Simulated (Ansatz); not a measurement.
# NH3 on the (000-1) surface of wurtzite GaN (2x2 with 3 H on 4 top atoms; a constructed slab, bottom: 3 H on 4 bottom sites), one in a cell of 36 Å², started at the site 'hollow H #2'

Host crystal: wurtzite GaN, with a band gap (PBE, scalar-relativistic without spin-orbit coupling).

All values below come from r2SCAN, at the PBE geometry (plane waves to 500 eV, PAW; Ansatz, an electronic-structure program).

Model: 50-atom slab, 13.8 Å thick at the start with caps and adatoms under the adsorbate (thin: gaps and levels are the slab's own), 4x4x1 mesh, Fermi-Dirac 0.01 eV, dipole correction, single point; no symmetry held, on the structure that PBE left; no spin, no spin-orbit, no U, no dispersion correction. At the end no host atom lies within bonding distance. In PBE it is, or lies within 0.03 eV of, the lowest of the starts that converged; the order may differ at this level.

adsorption energy against NH3(g) at the same level: -0.34 eV
gap of the slab on its k-mesh: 2.34 eV
highest filled level below the top vacuum level: 4.08 eV
change of the step from the bottom to the top vacuum level, against the clean slab: -0.19 eV
height of the binding atom over the mean of the host atoms within 0.3 Å of the top one: 1.780 Å
nearest host atoms of the binding atom: H at 2.42 Å, N at 3.12 Å, H at 3.19 Å
caution: the clean host was not checked against rearrangement in a larger or rattled cell
cost: roughly 14 core-minutes

A negative adsorption energy means that the adsorbate is more stable on the surface than in its reference.
